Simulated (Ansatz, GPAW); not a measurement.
# Code comparison for LaCu3Ni2 (P6/mmm, 6 atoms in the cell)

Self-consistent single point.

```
CELL_PARAMETERS angstrom
      4.99216     0.00000     0.00000
     -2.49608     4.32334     0.00000
      0.00000     0.00000     4.03293
ATOMIC_POSITIONS crystal
  La 0.00000 0.00000 0.00000
  Cu 0.50000 0.00000 0.50000
  Cu 0.50000 0.50000 0.50000
  Cu 0.00000 0.50000 0.50000
  Ni 0.33333 0.66667 0.00000
  Ni 0.66667 0.33333 0.00000
```

Shared settings, as Ansatz (a program for electronic structure) writes them: kpoints.mp_grid.grid = 4 4 5; scf.occupations.method = fermi_dirac; scf.occupations.width = 0.1 eV. Potentials and cutoffs stand in the table.

```json
[
 {"code": "Ansatz", "model": "LDA (PW92), PAW files made with PBE", "pressure (GPa)": "-6.28", "cutoff": "default"},
 {"code": "GPAW", "model": "LDA (Perdew-Wang 92), GPAW PAW datasets LDA (gpaw-data 1.0.1)", "pressure (GPa)": "-5.49", "cutoff": "850 eV"}
]
```

On Ansatz's run: spin polarisation is off.

The spread over the programs that give each value: pressure within 0.79 GPa.

Ansatz's pressure is given at a fixed set of plane waves, as the other plane-wave codes print theirs; with its correction for the finite basis it is -6.22 GPa.

On the base mesh (7 7 8) the same programs gave: Ansatz pressure -6.07 GPa; GPAW pressure -5.29 GPa.

The starting cell comes from a database of computed structures (which also holds hypothetical and non-ambient phases and stackings), without a prior relaxation at this level. Its lattice was rescaled by a random factor within 2.5 % of one.

Left out of this page: FLEUR (not drawn, or without a comparable value).

Keys are those of Ansatz 0.2.
